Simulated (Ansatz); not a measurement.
# Effect of biaxial strain +0.76 %, plane normal [001], relaxed out of plane on CoSn

Consider CoSn (space group P6/mmm, No. 191; a = 5.242 Å, c = 4.188 Å; non-magnetic). Axes: x lies along a and z along c of the hexagonal cell.

One thing is altered: biaxial strain +0.76 %, plane normal [001], relaxed out of plane (Cartesian); in-plane vectors clamped, the third vector and the atoms free.

Method: r2SCAN in Ansatz (plane waves to 500 eV, PAW, scalar-relativistic without spin-orbit coupling). Settings: 10×10×11 k-points, 0.05 eV Fermi–Dirac smearing.

```json
[
 {"quantity": "volume per atom", "base": "16.61 Å³", "changed": "16.80 Å³", "shift": "+0.19 Å³"},
 {"quantity": "space group", "base": "P6/mmm (No. 191)", "changed": "P6/mmm (No. 191)", "shift": "–"},
 {"quantity": "shortest interatomic distance", "base": "2.583 Å", "changed": "2.584 Å", "shift": "+0.001 Å"},
 {"quantity": "pressure (mean of the normal stresses, compression positive)", "base": "0.0 GPa", "changed": "-1.6 GPa", "shift": "-1.6 GPa"},
 {"quantity": "band gap", "base": "zero", "changed": "zero", "shift": "–"},
 {"quantity": "out-of-plane strain (rough)", "base": "–", "changed": "-0.37 %", "shift": "–"},
 {"quantity": "mean in-plane stress (compression positive) (rough)", "base": "–", "changed": "-2.4 GPa", "shift": "–"}
]
```

Cost of the whole job for the changed cell (relaxation, final SCF and bands): roughly 80 core-seconds.

Without a gap, meshes like the base's 10×10×11 leave anisotropic stresses uncertain by several tenths of a GPa, and small strain energies with them. No phonon test of stability was made. Starting moments died away, wholly or in part, for the base; another magnetic solution may exist. All final runs are without spin polarisation.

Ansatz is a quantum-chemistry and plane-wave program.
